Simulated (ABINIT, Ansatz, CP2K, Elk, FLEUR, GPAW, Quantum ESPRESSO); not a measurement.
# Code comparison for GaAs (F-43m, 2 atoms in the cell)

Self-consistent single point.

```
CELL_PARAMETERS angstrom
      0.00000     2.82500     2.82500
      2.82500     0.00000     2.82500
      2.82500     2.82500     0.00000
ATOMIC_POSITIONS crystal
  Ga 0.00000 0.00000 0.00000
  As 0.25000 0.25000 0.25000
```

All programs got the same cell, k-point mesh and kind of occupations (in Ansatz's words: kpoints.mp_grid.grid = 8 8 8; scf.occupations.method = fermi_dirac; scf.occupations.width = 0.01 eV); potentials, basis and cutoffs are each program's usual ones.

```csv
code,model,pressure (GPa),gap on the mesh (eV),k-points,cutoff
Quantum ESPRESSO,"PBE, GBRV 1.5 ultrasoft (PBE) pseudopotentials",3.58,0.539,29,50 Ry
GPAW,"PBE, GPAW PAW datasets PBE (gpaw-data 1.0.1)",4.50,0.602,29,550 eV
Elk,"PBE, all-electron FP-LAPW, Elk's shipped species files, APW+lo basis with extra local orbitals",–,0.514,43,rgkmax 8
CP2K,"PBE, GPW, DZVP-MOLOPT-SR-GTH basis, GTH-PBE potentials (GTH_POTENTIALS)",4.36,0.516,260,grid 600 Ry
Ansatz,"PBE, default PAW files",3.39,0.530,29,default
FLEUR,"PBE, all-electron FLAPW (FLEUR), scalar-relativistic valence",–,0.528,29,Kmax 3.8 1/bohr
ABINIT,"PBE, norm-conserving pseudopotentials (PseudoDojo nc-sr-05 PBE standard)",3.54,0.530,29,42 Ha
```

A dash marks a value that a program does not give, or that is left out as unsure.

Gaps are read on the mesh.

The spread over the programs that give each value: pressure within 1.11 GPa; gap on the mesh within 0.088 eV.

The starting cell has typed, rounded lattice constants, without a prior relaxation at this level. On Ansatz's run: In the base run, with a pressure of about 3 GPa the cell is away from its equilibrium volume at this level.

Problem. Why do the programs differ, and what cannot be compared?

Solution. Differences of this kind can come from the potentials, where these differ, and from what each basis and cutoff leave unconverged. The valence holds different numbers of electrons (Quantum ESPRESSO 24, GPAW 8, CP2K 18, Ansatz (a quantum-chemistry and plane-wave program) 28, FLEUR 28, ABINIT 28). The zero of total energies and Fermi levels follows the potentials and each program's conventions, so they are not compared here. CP2K uses small atom-centred bases, whose incompleteness enters pressures, forces and empty levels differently from a plane-wave cutoff. Elk and FLEUR treat all electrons, but the usual bases taken here (sphere radii, linearisation, local orbitals, empty states) were not tested for convergence, so the values are no reference for the others. Ansatz's pressure is given at a fixed set of plane waves, as the other plane-wave codes print theirs; with its correction for the finite basis it is 3.42 GPa. The programs reduce the same mesh by symmetry to different extents, which changes the work and not the result.

Left out of this page: SIESTA (unsound by tests on forces, stress, charge or solver warnings).

Keys are those of Ansatz 0.2.
